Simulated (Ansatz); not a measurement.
We consider BeTe (model structure, within 0.1 Å of P4/nmm, No. 129, 8 atoms in the cell), described by PBEsol (PAW; Ansatz, a first-principles code).

Settings: plane-wave cutoff 500 eV, 4×12×10 k mesh (along the axes of the cell as run), Fermi–Dirac smearing 0.05 eV, scalar-relativistic PAW data made under PBE.

Cell (relaxed at this level):

```cif
data_Be4Te4
_chemical_formula_sum 'Be4 Te4'
_space_group_name_H-M_alt 'P 1'
_space_group_IT_number 1
_cell_length_a 12.59929
_cell_length_b 3.86912
_cell_length_c 3.86924
_cell_angle_alpha 90.000
_cell_angle_beta 90.000
_cell_angle_gamma 90.000
loop_
_space_group_symop_operation_xyz
  'x, y, z'
loop_
_atom_site_label
_atom_site_type_symbol
_atom_site_fract_x
_atom_site_fract_y
_atom_site_fract_z
_atom_site_occupancy
Be1 Be 0.25000 0.25000 0.24979 1
Be2 Be 0.25000 0.75000 0.74979 1
Be3 Be 0.75000 0.75000 0.75021 1
Be4 Be 0.75000 0.25000 0.25021 1
Te1 Te 0.87138 0.25000 0.75021 1
Te2 Te 0.62862 0.75000 0.25021 1
Te3 Te 0.12862 0.75000 0.24979 1
Te4 Te 0.37138 0.25000 0.74979 1
```

Task: Give the computed band gap.

Result: 
- band gap = 1.81 eV (on the SCF k mesh)

Note: the cell has widely spaced layers and the level no dispersion term, so their spacing and the moduli can rest on weak binding.

Spin–orbit coupling is not included; with these elements it can move the gap by several tenths of an eV or more.

A model structure was made by putting elements into a prototype or built by hand; it is no filed structure, need not be a known phase, and can be a saddle point held by its symmetry.
